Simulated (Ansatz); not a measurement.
Base system: GaAs in the wurtzite structure (space group P6_3mc, No. 186; a = 3.988 Å, c = 6.576 Å; a cell from a computed database, its experimental status unchecked).

Modification: an isotropic linear strain of +0.98 %; the atoms relax in the strained cell.

Levels (all Ansatz, a program for electronic structure, PAW): PBEsol (420 eV, no SOC); r2SCAN (500 eV, scalar-relativistic without spin-orbit coupling).

The geometry is relaxed with PBEsol.

| Quantity | Value |
|---|---|
| PBEsol lowest conduction level above the VBM at special points | Γ 0.22 eV; L 1.19 eV; M 1.26 eV; A 1.29 eV |
| PBEsol pressure | -1.88 GPa |
| PBEsol gap character | direct at Γ |

Question: What does r2SCAN give at this geometry for the lowest conduction level above the VBM at special points, pressure and gap character?

Answer: The lowest conduction level above the VBM at special points changes from Γ 0.22 eV; L 1.19 eV; M 1.26 eV; A 1.29 eV to Γ 0.77 eV; L 1.57 eV; M 1.63 eV; A 1.74 eV; the pressure increases by 0.21 GPa (-1.88 GPa → -1.67 GPa); the gap character stays direct at Γ.

Single points use the geometry relaxed with PBEsol. Their cutoffs differ, which shifts pressures a little. Whether these cells are dynamically stable was not tested. This is not the structure that GaAs has at room temperature and ambient pressure. The zero or small gap of GaAs under isotropic strain +0.98 % can change with the level of theory.
